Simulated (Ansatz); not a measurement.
Levels about the gap of amorphous Al$_{32}$O$_{24}$N$_{16}$ (72 atoms in a cell of 866 Å³, 2.82 g/cm³; zone centre alone, so wide bands show as single levels with stretches between that a denser mesh fills), at the geometry that PBE relaxed, where it gives -0.1 GPa on a denser mesh. The participation number counts the atoms over which a state spreads; weights are charges in smoothed Voronoi cells. The levels come from a single point, so bond lengths are those of that geometry. Method of the levels: PBE, scalar-relativistic without spin-orbit coupling (Ansatz, a program for electronic structure). Sampling: the zone centre alone; Fermi-Dirac width 0.02 eV; no spin polarisation. At PBE the levels at the filled edge of the gap are localised (band-tail or defect states), and the nearest spread-out levels lie 2.6 eV apart at the zone centre.

A CHGNet melt-quench gave the starting glass, which DFT then relaxed. O and N atoms were pushed apart under 1.9 Å during the dynamics, to hinder bonds among them. The hot cell started wider than the set density and was brought back towards it in steps. It is the lowest in DFT energy of 2 quenches. It is a model cell: composition and starting density were chosen by hand, and all elements were melted together. No dispersion term was used. Its density started from a set value of 2.82 and ended at 2.82 g/cm³. The simulated quench (nominally 590 K/ps over its main leg) is rapid and tends to freeze in more defects than a deposited or slowly cooled glass has. Values belong to this one cell and scatter from quench to quench. The volume was held where the preparation left it, at a PBE pressure of -0.1 GPa (tension). Stress components on the final sampling reach 4.4 GPa.

```tsv
E - E(highest filled), eV	filling	participation number	largest on	weight N	weight O	weight Al
-0.95	filled	6.1	O, 2 neighbours	0.17	0.75	0.08
-0.85	filled	12.9	O, 2 neighbours	0.44	0.46	0.10
-0.78	filled	8.7	N, 4 neighbours	0.59	0.30	0.12
-0.56	filled	3.6	N, 3 neighbours	0.72	0.16	0.12
-0.55	filled	3.3	N, 3 neighbours	0.69	0.18	0.12
-0.31	filled	3.6	N, 3 neighbours	0.76	0.12	0.12
0.00	filled	4.9	N, 3 neighbours	0.75	0.14	0.11
1.87	empty	50.4	Al, 3 neighbours	0.21	0.31	0.48
3.37	empty	9.4	Al, 3 neighbours	0.17	0.31	0.52
3.66	empty	12.6	Al, 3 neighbours	0.21	0.25	0.54
3.90	empty	23.3	Al, 3 neighbours	0.24	0.27	0.50
4.15	empty	26.5	Al, 4 neighbours	0.29	0.21	0.50
4.27	empty	39.1	Al, 4 neighbours	0.25	0.26	0.49
4.37	empty	46.6	Al, 4 neighbours	0.21	0.32	0.47
```

Most localised among these is the filled level at -0.55 eV, on a N atom, which has 3 neighbours (Al 1.79 Å, Al 1.80 Å, Al 1.86 Å).
